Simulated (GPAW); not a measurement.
Input and output of a self-consistent single point for TiAl3 (I4/mmm, 4 atoms in the cell) (GPAW).

Method: PBEsol, GPAW PAW datasets PBEsol (made by gpaw-setup) (plane waves; GPAW).

```yaml
crystal:
  lattice:
    - [-1.94990, 1.94990, 4.36757]
    - [1.94990, -1.94990, 4.36757]
    - [1.94990, 1.94990, -4.36757]
  atoms:
    - { symbol: Ti, position: [0.00000, 0.00000, 0.00000] }
    - { symbol: Al, position: [0.50000, 0.50000, 0.00000] }
    - { symbol: Al, position: [0.75000, 0.25000, 0.50000] }
    - { symbol: Al, position: [0.25000, 0.75000, 0.50000] }
```

Reference input (self-consistent single point, DFT PBE, plane waves, GPAW PAW datasets PBE (gpaw-data 1.0.1)): mode = pw; ecut = 850 eV; xc = PBE; kpts = 8 8 8; mesh shift (steps) = 0 0 0; occupations.name = fermi-dirac; occupations.width = 0.1 eV; nbands = -8; convergence.density = 1e-05 e/electron; convergence.energy = 1e-05 eV/electron; symmetry.symmorphic = false; symmetry.tolerance = 0.0005. This run's input differs from it in these lines:

```diff
@@ -15,3 +15,3 @@
 calc = GPAW(mode={'name': 'pw', 'ecut': 850},
-            xc='PBE',
+            xc='PBEsol',
             kpts={'size': (8, 8, 8), 'gamma': True},
```

Its files differ too (potentials: GPAW PAW datasets PBEsol (made by gpaw-setup)).

Output, abridged:

```
     iter     time        total  log10-change:
                         energy   eigst   dens
iter:   1 --:--:--   -21.142137
iter:   2 --:--:--   -21.128070   -1.16  -1.13
iter:   3 --:--:--   -21.183650   -0.97  -1.15
iter:   4 --:--:--   -21.057355   -1.28  -1.44
iter:   5 --:--:--   -21.030361   -1.50  -1.32
iter:   6 --:--:--   -21.025437   -2.74  -1.96
iter:   7 --:--:--   -21.006270   -2.84  -2.08
iter:   8 --:--:--   -21.005123   -3.66  -2.39
iter:   9 --:--:--   -21.002635   -2.88  -2.43
iter:  10 --:--:--   -21.002546   -4.22  -3.31
iter:  11 --:--:--   -21.002621c  -4.76  -3.40
iter:  12 --:--:--   -21.002722c  -5.09  -3.31
   [... lines left out ...]
iter:  15 --:--:--   -21.002508c  -5.07  -3.33
iter:  16 --:--:--   -21.002488c  -5.81  -3.46
iter:  17 --:--:--   -21.002485c  -6.53  -3.52
iter:  18 --:--:--   -21.002490c  -6.90  -3.58
iter:  19 --:--:--   -21.002496c  -7.48c -3.60
iter:  20 --:--:--   -21.002502c  -6.49  -3.64
iter:  21 --:--:--   -21.002497c  -6.69  -3.78
iter:  22 --:--:--   -21.002494c  -7.89c -4.22
iter:  23 --:--:--   -21.002485c  -6.84  -4.30
iter:  24 --:--:--   -21.002485c  -8.02c -4.77
iter:  25 --:--:--   -21.002486c  -8.35c -4.85
iter:  26 --:--:--   -21.002483c  -7.78c -4.95
iter:  27 --:--:--   -21.002485c  -8.61c -5.12c
Converged after 27 iterations.

Dipole moment: (0.000000, -0.000000, -0.000000) |e|*Ang

Energy contributions relative to reference atoms: (reference = -42968.130828)

Kinetic:        +14.860151
Potential:       -9.869733
External:        +0.000000
XC:             -25.921161
Entropy (-ST):   -0.058434
Local:           -0.042526
SIC:             +0.000000
--------------------------
Free energy:    -21.031701
Extrapolated:   -21.002485

Showing only first 2 kpts
 Kpt  Band  Eigenvalues  Occupancy
  0     8      5.92600    1.99999
  0     9      5.92601    1.99999
  0    10      7.89340    0.00082
  0    11      8.72583    0.00000

  1     8      5.46455    2.00000
  1     9      5.88357    1.99999
  1    10      6.78139    1.93064
  1    11      8.94305    0.00000

Fermi level: 7.11402

No gap
No difference between direct/indirect transitions
Energy (eV): -21.002485

Forces in eV/Ang:
  0 Ti    0.00000    0.00000   -0.00000
  1 Al    0.00000    0.00000    0.00000
  2 Al   -0.00000   -0.00000    0.00000
  3 Al   -0.00000   -0.00000    0.00000

Stress tensor:
     0.037828     0.000000    -0.000000
     0.000000     0.037828    -0.000000
    -0.000000    -0.000000     0.037701
Stress (GPa, Voigt): [ 6.0607  6.0607  6.0404 -0.     -0.      0.    ]
```

The run converged in 27 iterations. GPAW prints stress with tension positive. Against the reference run the pressure goes from -3.78 to -6.05 GPa.

The starting cell comes from a database of computed structures (which also holds hypothetical and non-ambient phases and stackings), without a prior relaxation at this level. Its lattice was rescaled by a random factor within 2.5 % of one. Spin polarisation is off. With a pressure of about -6 GPa the cell is away from its equilibrium volume at this level.

Cost on one core of a shared machine: roughly 3 min.
